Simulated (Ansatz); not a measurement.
Structure of amorphous Hf₁₈O₃₈Ce (periodic cell):

```xyz
57
Lattice="8.9449 0.0549 -0.1626 0.0549 9.0623 0.0239 -0.1626 0.0239 8.9992" Properties=species:S:1:pos:R:3 pbc="T T T"
Hf     2.0146     5.1534     0.3093
Hf     5.8473     5.1787     4.6473
Hf     0.4024     8.3079     5.4990
Hf     1.3715     2.9173     3.4076
Hf     2.5715     6.8691     3.5945
Hf     5.4154     4.5167     7.7413
Hf     3.5163     7.6808     6.5695
Hf     5.5263     1.3752     8.3893
Hf     4.4254     0.4594     3.1062
Hf     7.9288     7.4747     8.5023
Hf     2.5427     8.5010     0.6408
Hf     5.4915     6.3875     1.3980
Hf     4.4267     3.4921     2.3250
Hf     8.2049     0.0860     2.2929
Hf     2.3897     1.9662     7.1407
Hf     7.1086     2.0802     5.0937
Hf     8.4354     5.6158     2.7613
Hf     8.8878     2.6474    -0.0938
O      6.4775     0.5902     3.3864
O      4.3880     4.8183     0.5434
O      7.6528     6.1054     4.6679
O      2.4719     3.6867     1.8055
O      8.0222     8.3003     6.7366
O      1.8929     6.7725     5.6193
O      7.2461     0.4152     0.2622
O      6.1534     6.3365     8.5154
O      3.3294     2.1142     3.5466
O      2.0007     0.1715     6.1668
O      1.4871     1.2363     8.8146
O      1.8163     3.0419     5.4775
O      4.1266     8.0552     4.5894
O      2.1851     6.5426     1.6795
O      6.4602     4.9343     2.5003
O      8.7882     0.9425     4.2826
O      5.5542     3.2136     4.1419
O      0.1620     1.8160     1.9940
O      5.9764     1.1932     6.4360
O      4.1510     2.9193     7.5656
O      6.7238     4.1414     6.1986
O      4.8413     1.8071     1.3614
O      4.2311     5.6283     3.2698
O      0.3786     7.5469     3.5306
O      0.2058     5.9193     8.0164
O      4.6180     8.1494     1.5301
O      0.1101     4.4465     1.2042
O      1.4317     3.6296     8.0320
O      2.5281     8.8553     2.6618
O      4.6515     5.8410     6.2442
O      7.3981     7.1819     1.7030
O      3.8216     0.1870     7.9547
O      0.5442     8.2134     0.8219
O      2.7536     6.8887     8.2926
O      1.3250     5.0401     3.7690
O      6.6669     3.1568     8.7164
O      8.5258     2.4483     6.7500
O      8.3845     3.5858     4.0243
Ce     0.2471     4.5361     6.1134
```

These are PBE, scalar-relativistic without spin-orbit coupling (plane waves to 420 eV, PAW; Ansatz, a quantum-chemistry and plane-wave program) values and carry that method's errors.

A CHGNet melt-quench gave the starting glass, which DFT then relaxed. O atoms were pushed apart under 1.9 Å during the dynamics, to hinder bonds among them. The hot cell started wider than the set density and was brought back towards it in steps. It is the lowest in DFT energy of 3 quenches. It is a model cell: composition and starting density were chosen by hand, and all elements were melted together. No dispersion term was used. Its density started from a set value of 8.86 and ended at 9.02 g/cm³. The quench (nominally 380 K/ps over its main leg) was far faster than any real one, so the model tends to hold more defects than a real film. One small periodic cell is one sample of the glass; other quenches scatter about these values. Volume and shape were free in the relaxation.

Bonds are counted up to Hf-Hf 3.34 Å, Hf-O 2.58 Å, Hf-Ce 3.92 Å, O-O 1.58 Å, O-Ce 2.97 Å, Ce-Ce 4.49 Å. Two cations that share two anions don't count as bonded, nor two that share one unless they lie closer than Hf-Hf 3.25 Å, Hf-Ce 3.81 Å, Ce-Ce 4.37 Å.

### Question
Give the coordination numbers, mean bond lengths and angles.

### Answer

```json
{
  "Mean coordination of Hf by anions": "6.33 (1 with 5, 10 with 6, 7 with 7)",
  "Mean coordination of O": "3.24 (2 with 2, 25 with 3, 11 with 4)",
  "Mean coordination of Ce by anions": "9.00 (1 with 9)",
  "Mean Hf-O bond": "2.145 Å (spread 0.110 Å, 114 counted)",
  "Mean O-Ce bond": "2.469 Å (spread 0.164 Å, 9 counted)",
  "Bond angle at Hf": "mean 102.3°, spread 29.3°",
  "Bond angle at O": "mean 113.0°, spread 17.5°",
  "Bond angle at Ce": "mean 98.5°, spread 31.4°"
}
```

### Question
List the pairs of like atoms that count as bonded by the rules above.

### Answer
There are none by these rules.

### Question
What Bader charges do the atoms carry, from a run on the zone centre alone?

### Answer
Means (range): Hf +2.61 e (+2.55 to +2.66), O -1.30 e (-1.36 to -1.21), Ce +2.28 e (+2.28 to +2.28).
```json
[
 {"atom": "Hf1", "charge (e)": "+2.65"},
 {"atom": "Hf2", "charge (e)": "+2.56"},
 {"atom": "Hf3", "charge (e)": "+2.55"},
 {"atom": "Hf4", "charge (e)": "+2.64"},
 {"atom": "Hf5", "charge (e)": "+2.61"},
 {"atom": "Hf6", "charge (e)": "+2.62"},
 {"atom": "Hf7", "charge (e)": "+2.63"},
 {"atom": "Hf8", "charge (e)": "+2.62"},
 {"atom": "Hf9", "charge (e)": "+2.62"},
 {"atom": "Hf10", "charge (e)": "+2.59"},
 {"atom": "Hf11", "charge (e)": "+2.62"},
 {"atom": "Hf12", "charge (e)": "+2.57"},
 {"atom": "Hf13", "charge (e)": "+2.59"},
 {"atom": "Hf14", "charge (e)": "+2.66"},
 {"atom": "Hf15", "charge (e)": "+2.63"},
 {"atom": "Hf16", "charge (e)": "+2.63"},
 {"atom": "Hf17", "charge (e)": "+2.60"},
 {"atom": "Hf18", "charge (e)": "+2.64"},
 {"atom": "O19", "charge (e)": "-1.33"},
 {"atom": "O20", "charge (e)": "-1.35"},
 {"atom": "O21", "charge (e)": "-1.28"},
 {"atom": "O22", "charge (e)": "-1.27"},
 {"atom": "O23", "charge (e)": "-1.24"},
 {"atom": "O24", "charge (e)": "-1.30"},
 {"atom": "O25", "charge (e)": "-1.34"},
 {"atom": "O26", "charge (e)": "-1.33"},
 {"atom": "O27", "charge (e)": "-1.27"},
 {"atom": "O28", "charge (e)": "-1.30"},
 {"atom": "O29", "charge (e)": "-1.29"},
 {"atom": "O30", "charge (e)": "-1.21"},
 {"atom": "O31", "charge (e)": "-1.33"},
 {"atom": "O32", "charge (e)": "-1.28"},
 {"atom": "O33", "charge (e)": "-1.31"},
 {"atom": "O34", "charge (e)": "-1.31"},
 {"atom": "O35", "charge (e)": "-1.28"},
 {"atom": "O36", "charge (e)": "-1.30"},
 {"atom": "O37", "charge (e)": "-1.25"},
 {"atom": "O38", "charge (e)": "-1.31"},
 {"atom": "O39", "charge (e)": "-1.28"},
 {"atom": "O40", "charge (e)": "-1.31"},
 {"atom": "O41", "charge (e)": "-1.36"},
 {"atom": "O42", "charge (e)": "-1.32"},
 {"atom": "O43", "charge (e)": "-1.26"},
 {"atom": "O44", "charge (e)": "-1.32"},
 {"atom": "O45", "charge (e)": "-1.31"},
 {"atom": "O46", "charge (e)": "-1.29"},
 {"atom": "O47", "charge (e)": "-1.28"},
 {"atom": "O48", "charge (e)": "-1.34"},
 {"atom": "O49", "charge (e)": "-1.35"},
 {"atom": "O50", "charge (e)": "-1.36"},
 {"atom": "O51", "charge (e)": "-1.27"},
 {"atom": "O52", "charge (e)": "-1.32"},
 {"atom": "O53", "charge (e)": "-1.27"},
 {"atom": "O54", "charge (e)": "-1.31"},
 {"atom": "O55", "charge (e)": "-1.24"},
 {"atom": "O56", "charge (e)": "-1.26"},
 {"atom": "Ce57", "charge (e)": "+2.28"}
]
```
